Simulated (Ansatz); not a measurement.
Band-edge transport in semiconductors and insulators: CaF$_{2}$ (Fm-3m) under several functionals (Ansatz, a first-principles code, without spin-orbit coupling). The PBE cell:

CaF2 is taken in the cubic space group Fm-3m (No. 225), the fluorite structure, Pearson symbol cF12. Lattice parameters: a = b = c = 5.5111 Å, α = β = γ = 90.00°. Ca on 4a is surrounded by 8 F at 2.386 Å (cubic). F on 8c is surrounded by 4 Ca at 2.386 Å (tetrahedral). (Neighbours: up to the widest gap in distance over summed covalent radii, below 1.35, at either atom; cation-cation and far metal-metal contacts left out.)
(The calculation used a cell of 3 atoms; values per cell refer to that cell.)

```
Functional  cell relaxed with  volume (Å³/atom)  band gap  electron conductivity mass  hole conductivity mass  Seebeck coefficient, n-type 1e19 cm⁻³
----------  -----------------  ----------------  --------  --------------------------  ----------------------  -------------------------------------
PBE                       PBE             13.95   7.14 eV                     0.56 mₑ                  2.2 mₑ                              -226 μV/K
PBEsol                 PBEsol             13.27   7.25 eV                     0.56 mₑ                  2.0 mₑ                              -225 μV/K
r2SCAN                 PBEsol             13.27         …                           …                       …                                      …
```

**Question.** Given the cheaper levels, estimate the r2SCAN row.

**Answer.** 
- r2SCAN, band gap: 8.10 eV
- r2SCAN, electron conductivity mass: 0.57 mₑ
- r2SCAN, hole conductivity mass: 2.1 mₑ
- r2SCAN, Seebeck coefficient, n-type 1e19 cm⁻³: -228 μV/K

For the band gap, PBE gives 7.14 eV and r2SCAN 8.10 eV: PBE lies 12 % below.

Masses are for dilute carriers at 300 K, harmonic means over directions unless an axis is named. Seebeck coefficients are for the stated density at 300 K, with one relaxation time for all states and whether or not that doping can be reached. Spin-orbit coupling is left out.
